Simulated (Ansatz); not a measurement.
Given:

```xyz
2
Lattice="4.4277 0.0000 0.0000 2.2139 3.8345 0.0000 2.2139 -1.2782 3.7312" Properties=species:S:1:pos:R:3 pbc="T T T"
Mg     0.0000     0.0000     0.0232
Te     4.4277     0.0000     2.7752
```

No spin polarisation.

Computed with DFT with LDA, PAW potentials and a 420 eV plane-wave cutoff in Ansatz (a first-principles code), no spin-orbit coupling. Γ-centred 9×9×9 mesh, Fermi–Dirac width 0.05 eV.

Q: What band gap does the calculation give?

A: 2.38 eV.

Q: What mean in-plane stress (compression positive) does the calculation give?

A: +1.1 GPa.

Spin-orbit coupling, missing from the scalar runs, can matter with Te. The cells carry an imposed strain or load. Stability against distortions was not tested. The cell was made from MgTe in the zinc blende structure (space group F-43m, No. 216) by this change: biaxial strain −1.67 %, plane normal [111], relaxed out of plane.
